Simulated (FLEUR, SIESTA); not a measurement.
A SIESTA input for a self-consistent single point of TiZn (Pm-3m, 2 atoms in the cell) (DFT, GGA PBEsol, numerical atomic orbitals TZP, PseudoDojo PBEsol standard norm-conserving potentials (rewritten from UPF to PSML)):

```
# files in the folder: Ti.psml Zn.psml (PseudoDojo PBEsol standard)
SystemName  TiZn
SystemLabel tizn

NumberOfAtoms                2
NumberOfSpecies              2
%block ChemicalSpeciesLabel
  1 22 Ti
  2 30 Zn
%endblock ChemicalSpeciesLabel
LatticeConstant              3.123750 Ang
%block LatticeVectors
     1.000000000    0.000000000    0.000000000
     0.000000000    1.000000000    0.000000000
     0.000000000    0.000000000    1.000000000
%endblock LatticeVectors
AtomicCoordinatesFormat      Fractional
%block AtomicCoordinatesAndAtomicSpecies
     0.500000000    0.500000000    0.500000000  1
     0.000000000    0.000000000    0.000000000  2
%endblock AtomicCoordinatesAndAtomicSpecies

XC.functional                GGA
XC.authors                   PBEsol
PAO.BasisSize                TZP
PAO.EnergyShift              0.01 Ry
MeshCutoff                   350 Ry
%block kgrid.MonkhorstPack
    7   0   0  0.0
    0   7   0  0.0
    0   0   7  0.0
%endblock kgrid.MonkhorstPack
OccupationFunction           FD
ElectronicTemperature        100.0 meV

MaxSCFIterations             150
SCF.Mixer.Method             Pulay
SCF.Mixer.Weight             0.25
SCF.Mixer.History            6
SCF.DM.Tolerance             1.0E-05
Diag.ParallelOverK           true
WriteForces                  true
```

Q: Translate this input to FLEUR.

A: This is the input that was run; spellings and numerical settings could be chosen otherwise.

Input of the input generator:

```
TiZn crystal
&input film=f /
3.1237500000 0.0000000000 0.0000000000
0.0000000000 3.1237500000 0.0000000000
0.0000000000 0.0000000000 3.1237500000
1.8897261246
1.0 1.0 1.0

2
22 0.5000000000 0.5000000000 0.5000000000
30 0.0000000000 0.0000000000 0.0000000000

&comp jspins=1 /
&exco xctyp='PBEs' /
&kpt div1=7 div2=7 div3=7 /
&end /
```

```xml
<?xml version="1.0" encoding="UTF-8" standalone="no"?>
<fleurInput fleurInputVersion="0.39">
   <comment>
      TiZn crystal                                                                                        
   </comment>
   <calculationSetup>
      <cutoffs Kmax="4.3" Gmax="15.0" GmaxXC="15.0" numbands="0"/>
      <scfLoop itmax="60" minDistance="0.00001" maxIterBroyd="15" imix="Anderson" alpha="0.05" precondParam="0.0" spinf="2.0"/>
      <coreElectrons ctail="T" frcor="F" kcrel="0" coretail_lmax="0"/>
      <xcFunctional name="PBEs" relativisticCorrections="F"/>
      <magnetism jspins="1"/>
      <soc l_soc="F" theta="0.0" phi="0.0" spav="F"/>
      <expertModes spex="0" secvar="F"/>
      <geometryOptimization l_f="T" forcealpha="1.0" forcemix="BFGS" epsdisp="0.00001" epsforce="0.00001"/>
      <ldaU l_linMix="F" mixParam="0.05" spinf="1.0"/>
   </calculationSetup>
   <cell>
      <bzIntegration valenceElectrons="24.0" mode="hist" fermiSmearingEnergy="0.00367493">
         <kPointListSelection listName="default-1"/>
         <!-- k-points included here -->
         <xi:include xmlns:xi="http://www.w3.org/2001/XInclude" href="kpts.xml"> </xi:include>
      </bzIntegration>
      <!-- symmetry operations included here -->
      <xi:include xmlns:xi="http://www.w3.org/2001/XInclude" href="sym.xml"> </xi:include>
      <bulkLattice scale="1.0">
         <bravaisMatrix>
            <row-1>    5.9030319817192494     0.0000000000000000     0.0000000000000000</row-1>
            <row-2>    0.0000000000000000     5.9030319817192494     0.0000000000000000</row-2>
            <row-3>    0.0000000000000000     0.0000000000000000     5.9030319817192494</row-3>
         </bravaisMatrix>
      </bulkLattice>
   </cell>
   <atomSpecies>
      <species name="Titanium (Ti)" element="Ti" atomicNumber="22">
         <mtSphere radius="2.34" gridPoints="823" logIncrement="0.015"/>
         <atomicCutoffs lmax="10" lnonsphr="8"/>
         <electronConfig flipSpins="F">
            <coreConfig>(1s1/2) (2s1/2) (2p1/2) (2p3/2)</coreConfig>
            <valenceConfig>(3s1/2) (3p1/2) (3p3/2) (4s1/2) (3d3/2) (3d5/2)</valenceConfig>
            <stateOccupation state="(3d3/2)" spinUp="0.4" spinDown="0.4"/>
            <stateOccupation state="(3d5/2)" spinUp="0.6" spinDown="0.6"/>
         </electronConfig>
         <energyParameters s="4" p="4" d="3" f="4"/>
         <lo type="SCLO" l="0" n="3" eDeriv="0"/>
         <lo type="SCLO" l="1" n="3" eDeriv="0"/>
      </species>
      <species name="Zinc (Zn)" element="Zn" atomicNumber="30">
         <mtSphere radius="2.34" gridPoints="823" logIncrement="0.015"/>
         <atomicCutoffs lmax="10" lnonsphr="8"/>
         <electronConfig flipSpins="F">
            <coreConfig>(1s1/2) (2s1/2) (2p1/2) (2p3/2) (3s1/2) (3p1/2) (3p3/2)</coreConfig>
            <valenceConfig>(4s1/2) (3d3/2) (3d5/2)</valenceConfig>
         </electronConfig>
         <energyParameters s="4" p="4" d="3" f="4"/>
         <lo type="HELO" l="2" n="4" eDeriv="0"/>
      </species>
   </atomSpecies>
   <atomGroups>
      <atomGroup species="Titanium (Ti)">
         <relPos label="                   1">1.000/2.000 1.000/2.000 1.000/2.000</relPos>
         <force calculate="T" relaxXYZ="TTT"/>
      </atomGroup>
      <atomGroup species="Zinc (Zn)">
         <relPos label="                   2">.0000000000 .0000000000 .0000000000</relPos>
         <force calculate="T" relaxXYZ="TTT"/>
      </atomGroup>
   </atomGroups>
   <output dos="F" band="F" slice="F">
      <checks vchk="F" cdinf="F"/>
      <bandDOS minEnergy="-.5*Htr" maxEnergy="0.5*Htr" sigma="0.015" storeEVData="T"/>
      <vacuumDOS vacdos="F" integ="F" star="F" nstars="0" locx1="0.0" locy1="0.0" locx2="0.0" locy2="0.0" nstm="0" tworkf="0.0"/>
      <unfoldingBand unfoldBand="F" supercellX="1" supercellY="1" supercellZ="1"/>
      <plotting iplot="0" polar="F">
         <plot TwoD="T" vec1="  1.0  0.0  0.0" vec2="  0.0  1.0  0.0" vec3="  0.0  0.0  1.0" zero="  0.0  0.0  0.0" file="plot"/>
      </plotting>
      <chargeDensitySlicing numkpt="0" minEigenval="0.0" maxEigenval="0.0" nnne="0" pallst="F"/>
      <specialOutput eonly="F"/>
      <magneticCircularDichroism mcd="F" energyLo="-10.0" energyUp="0.0"/>
   </output>
  <!-- We include the file relax.xml here to enable relaxations (see documentation) -->
  <xi:include xmlns:xi="http://www.w3.org/2001/XInclude" href="relax.xml"> <xi:fallback/> </xi:include>
</fleurInput>
```

Basis settings and potentials, where a program has them, do not carry over. This input uses DFT, PBEsol, all-electron FLAPW (FLEUR), scalar-relativistic valence. Both were run: gap on the mesh 0.353 eV in SIESTA and 0.344 in FLEUR.

On SIESTA: the starting cell comes from a database of computed structures (which also holds hypothetical and non-ambient phases and stackings), without a prior relaxation at this level. Values carry the incompleteness of an atom-centred basis. With a pressure of about -7 GPa the cell is away from its equilibrium volume at this level.

On FLEUR: the starting cell comes from a database of computed structures (which also holds hypothetical and non-ambient phases and stackings), without a prior relaxation at this level. Values depend on the basis (sphere radii, cutoffs, local orbitals), which need not be converged.
